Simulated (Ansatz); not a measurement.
Amorphous cells of 8 compositions: the gap between the highest filled and lowest empty level at the zone centre, by PBE and by a single point of HSE06 on the same geometry (PBE, scalar-relativistic without spin-orbit coupling (plane waves to 420 eV, PAW; Ansatz, an electronic-structure program); exact exchange cut at the cells' faces). The networks come from melt-quench runs on the CHGNet potential at compositions and starting densities chosen by hand, with anions pushed apart in the CHGNet dynamics, and DFT then relaxed them. The cells are small and were quenched far faster than real films, so single cells scatter. Defect or tail levels can set these gaps. The rows are the first to finish with both values and no moments.

```csv
cell,PBE gap x (eV),HSE06 gap y (eV)
"A (Al28O45Mo, 3.18 g/cm3)",1.53,2.90
"B (Al28O44Ge, 3.15 g/cm3)",3.02,4.72
"C (Al28O43Be, 3.10 g/cm3)",3.12,4.81
"D (Al28O43Sr, 3.12 g/cm3)",3.44,5.13
"E (Al28O44Si, 3.15 g/cm3)",3.50,5.22
"F (Al28O43K2, 3.04 g/cm3)",3.50,withheld
"G (Al28O45Lu2, 3.63 g/cm3)",3.55,5.28
"H (Al28O43Na2, 3.07 g/cm3)",3.68,5.37
```

Fit a straight line through the 7 full rows and predict the withheld value for F (Al28O43K2, 3.04 g/cm3).

Means: x = 3.120, y = 4.776. Slope = Σ(Δx Δy) / Σ(Δx²) = 3.82 / 3.283 = 1.16; the r.m.s. residual is 0.036. Prediction: 4.776 + 1.16 × (3.50 − 3.120) = 5.22. The run gave 5.21, 0.01 below the line.
